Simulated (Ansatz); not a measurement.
**A computed series for Be: pressure series**

Base system: Be in the hcp (Mg type) structure (space group P6_3/mmc, No. 194; a = 2.264 Å, c = 3.564 Å).

Cell and atoms are relaxed at each pressure.

The values are results of Ansatz (a first-principles code), r2SCAN, PAW, cutoff 500 eV, no spin-orbit coupling, not measurements.

Notes on the quantities. enthalpy: H = E + PV relative to the base's energy.

```
case               lattice parameter a  c/a ratio       enthalpy
-----------------  -------------------  ---------  -------------
base                           2.264 Å      1.574              –
pressure −2 GPa                2.277 Å      1.573  -0.10 eV/atom
pressure −1 GPa                2.270 Å      1.574  -0.05 eV/atom
pressure 0.9 GPa               2.258 Å      1.575  +0.04 eV/atom
pressure 2.1 GPa               2.251 Å      1.576  +0.10 eV/atom
pressure 4.5 GPa               2.237 Å      1.577  +0.22 eV/atom
pressure 9 GPa                 2.213 Å      1.579  +0.43 eV/atom
pressure 15 GPa                2.185 Å      1.581  +0.70 eV/atom
pressure 22.5 GPa              2.154 Å      1.583  +1.03 eV/atom
pressure 30 GPa                2.127 Å      1.585  +1.34 eV/atom
```

Load acts through the strain it causes; cell and atoms are relaxed under it. Whether these cells are dynamically stable was not tested. No other phases were tried under pressure.
